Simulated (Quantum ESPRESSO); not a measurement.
## Effort and miss along a sweep of ecutwfc: LaB₄ (P4/mbm, 20 atoms in the cell)

Cell: a = 7.2699 Å, b = 7.2699 Å, c = 4.1591 Å, α = 90.00°, β = 90.00°, γ = 90.00°.

Level of theory: PBEsol, GBRV 1.5 ultrasoft (PBESOL) pseudopotentials (plane waves; Quantum ESPRESSO 7.5).

Base settings: ecutwfc = 40 Ry; ecutrho = 200 Ry; occupations = smearing; smearing = cold; degauss = 0.0147 Ry; potentials = {La: la_pbesol_v1.uspp.F.UPF, B: b_pbesol_v1.4.uspp.F.UPF}; K_POINTS = automatic 3 3 4 0 0 0; conv_thr = 1e-10 Ry; mixing_beta = 0.5.

Misses are taken against the tightest run, 70 Ry (ecutrho: 200 Ry → 350 Ry), which need not be fully converged itself. The energy is the free energy per atom.

The count of work is k-points × plane waves × bands × iterations; it is no time, and leaves out set-up, grids and terms that scale otherwise. Core times come from one kind of shared machine and are given to one figure; runs under 30 s give none.

The starting cell comes from a database of computed structures (which also holds hypothetical and non-ambient phases and stackings), without a prior relaxation at this level. Its lattice was rescaled by a random factor within 2.5 % of one. Without a gap this mesh is coarse (it stands for a supercell whose shortest vector is 17 Å).

The runs (ecutwfc): 16 Ry (ecutrho: 200 Ry → 80 Ry) | 20 Ry (ecutrho: 200 Ry → 100 Ry) | 24 Ry (ecutrho: 200 Ry → 120 Ry) | 28 Ry (ecutrho: 200 Ry → 140 Ry) | 32 Ry (ecutrho: 200 Ry → 160 Ry) | 36 Ry (ecutrho: 200 Ry → 180 Ry) | 40 Ry | 46 Ry (ecutrho: 200 Ry → 230 Ry) | 52 Ry (ecutrho: 200 Ry → 260 Ry) | 60 Ry (ecutrho: 200 Ry → 300 Ry) | 70 Ry (ecutrho: 200 Ry → 350 Ry).

Problem. Which is the coarsest setting among those run that, with all tighter ones, holds the energy within 5 meV/atom of the reference, and what does it save?

Solution. 36 Ry (ecutrho: 200 Ry → 180 Ry), off by 4.5 meV/atom; it needs 0.40 of the reference's count of work and about 0.4 of the reference's time.

Problem. Which is the coarsest setting among those run that, with all tighter ones, holds the energy within 2 meV/atom of the reference, and what does it save?

Solution. 60 Ry (ecutrho: 200 Ry → 300 Ry), off by 0.93 meV/atom; its saving against the reference is no more than about a factor of 2 in the count of work.

Problem. What does the step from 32 Ry (ecutrho: 200 Ry → 160 Ry) to 60 Ry (ecutrho: 200 Ry → 300 Ry) buy?

Solution. It takes the miss in the energy from 9.6 to 0.93 meV/atom, for 3.0 times the count of work and roughly 3 times the time.

| ecutwfc | energy less reference (meV/atom) | pressure less reference (GPa) | largest difference in the force on any atom (eV/Å) | count of work / reference | core time / reference (rough) |
|---|---|---|---|---|---|
| 16 Ry (ecutrho: 200 Ry → 80 Ry) | 485.50 | -14.07 | 0.105 | 0.13 | 0.1 |
| 20 Ry (ecutrho: 200 Ry → 100 Ry) | 212.25 | -8.85 | 0.163 | 0.18 | 0.2 |
| 24 Ry (ecutrho: 200 Ry → 120 Ry) | 87.55 | -4.68 | 0.028 | 0.22 | 0.2 |
| 28 Ry (ecutrho: 200 Ry → 140 Ry) | 30.45 | -1.99 | 0.047 | 0.27 | 0.3 |
| 32 Ry (ecutrho: 200 Ry → 160 Ry) | 9.65 | -0.61 | 0.013 | 0.31 | 0.3 |
| 36 Ry (ecutrho: 200 Ry → 180 Ry) | 4.47 | -0.08 | 0.007 | 0.40 | 0.4 |
| 40 Ry | 3.70 | 0.07 | 0.004 | 0.43 | 0.4 |
| 46 Ry (ecutrho: 200 Ry → 230 Ry) | 3.48 | 0.04 | 0.005 | 0.58 | 0.6 |
| 52 Ry (ecutrho: 200 Ry → 260 Ry) | 2.50 | -0.03 | 0.003 | 0.69 | 0.7 |
| 60 Ry (ecutrho: 200 Ry → 300 Ry) | 0.93 | -0.04 | 0.000 | 0.93 | 0.9 |
| 70 Ry (ecutrho: 200 Ry → 350 Ry) | 0.00 | 0.00 | 0.000 | 1.0 | 1 |
